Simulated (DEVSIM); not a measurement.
Device: abrupt GaSb n-p junction, at 400 K.

```csv
layer (left to right),material,thickness (μm),Nd (cm⁻³),Na (cm⁻³),τn (s),τp (s)
1,GaSb,0.250,3.9e15,-,7.4e-8,7.4e-8
2,GaSb,0.620,-,9.8e16,7.4e-8,7.4e-8
```

Left contact: ohmic. Right contact: ohmic. Voltage is applied to the left contact. Recombination: SRH at mid-gap, radiative, Auger. Mobility is constant in doping. Where it depends on doping, it is μmin + (μ − μmin)/(1 + (N/Nref)^α).

Constants are typed, rounded textbook-type inputs, not results; the design itself was drawn at random and stands for no fabricated device. Values at 300 K; Nc and Nv go as T^1.5, mobilities as T to minus their exponent, the gap by Varshni's rule with the affinity fixed. The table also holds parameters that only a changed run uses.

```csv
parameter,GaSb
gap (eV),0.726
affinity (eV),4.06
permittivity,15.7
Nc (cm⁻³),2.1e17
Nv (cm⁻³),1.8e19
μn (cm²/Vs),5000
μp (cm²/Vs),850
"μn,min",1000
"μp,min",190
"Nref,n",2.8e17
"Nref,p",9e17
αn,1.05
αp,0.65
T exponent of μn,2
T exponent of μp,1.7
B (cm³/s),1e-10
Cn (cm⁶/s),5e-30
Cp (cm⁶/s),5e-30
Varshni α (eV/K),0.00042
Varshni β (K),140
```

Simulated with DEVSIM: 1D drift-diffusion, Boltzmann statistics, complete ionisation; no tunnelling, impact ionisation, image-force lowering or self-heating.

Base results: largest field in the device at zero bias (V/cm) 22000; potential step across the device at zero bias (V) 0.341; dark forward voltage at 100 A/cm² (V) 0.144.

Question: What follows from this one change: thickness of layer 1 0.25 → 0.75 μm?

Answer: largest field in the device at zero bias little changed (21000 V/cm); potential step across the device at zero bias little changed (0.341 V); dark forward voltage at 100 A/cm² 0.144 → 0.209 V.

Question: What follows from this one change: doping Na of layer 2 9.8e+16 → 9.8e+17 cm^-3?

Answer: largest field in the device at zero bias 22000 → 56000 V/cm; potential step across the device at zero bias 0.341 → 0.420 V; dark forward voltage at 100 A/cm² 0.144 → 0.137 V.
